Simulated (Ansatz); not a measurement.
# Pressure series in SiC

Start from SiC (space group P6_3mc, No. 186).

```yaml
crystal:
  lattice:
    - [3.09412, 0.00000, 0.00000]
    - [-1.54706, 2.67959, 0.00000]
    - [0.00000, 0.00000, 10.12917]
  atoms:
    - { symbol: Si, position: [0.00000, 0.00000, 0.00031] }
    - { symbol: Si, position: [0.00000, 0.00000, 0.50031] }
    - { symbol: Si, position: [0.66667, 0.33333, 0.75025] }
    - { symbol: Si, position: [0.33333, 0.66667, 0.25025] }
    - { symbol: C, position: [0.00000, 0.00000, 0.81285] }
    - { symbol: C, position: [0.00000, 0.00000, 0.31285] }
    - { symbol: C, position: [0.66667, 0.33333, 0.56221] }
    - { symbol: C, position: [0.33333, 0.66667, 0.06221] }
```

Cell and atoms are relaxed at each pressure.

Level of theory: DFT with PBE, PAW potentials and a 420 eV plane-wave cutoff in Ansatz (a quantum-chemistry and plane-wave program), without spin-orbit coupling, earlier PAW set.

| variant | band gap | volume per atom | smallest direct gap |
|---|---|---|---|
| base | 2.22 eV | 10.50 Å³ | 3.34 eV |
| pressure −2 GPa | 2.22 eV | 10.60 Å³ | 3.34 eV |
| pressure −1 GPa | 2.22 eV | 10.55 Å³ | 3.34 eV |
| pressure 3 GPa | 2.23 eV | 10.35 Å³ | 3.35 eV |
| pressure 7 GPa | 2.23 eV | 10.18 Å³ | 3.36 eV |
| pressure 15 GPa | 2.24 eV | 9.86 Å³ | 3.37 eV |
| pressure 30 GPa | 2.24 eV | 9.38 Å³ | 3.39 eV |
| pressure 50 GPa | 2.24 eV | 8.87 Å³ | 3.40 eV |
| pressure 75 GPa | 2.25 eV | 8.36 Å³ | 3.40 eV |
| pressure 100 GPa | 2.25 eV | 7.96 Å³ | 3.40 eV |

Load acts through the strain it causes; cell and atoms are relaxed under it. Stability against distortions was not tested. No other phases were tried under pressure.
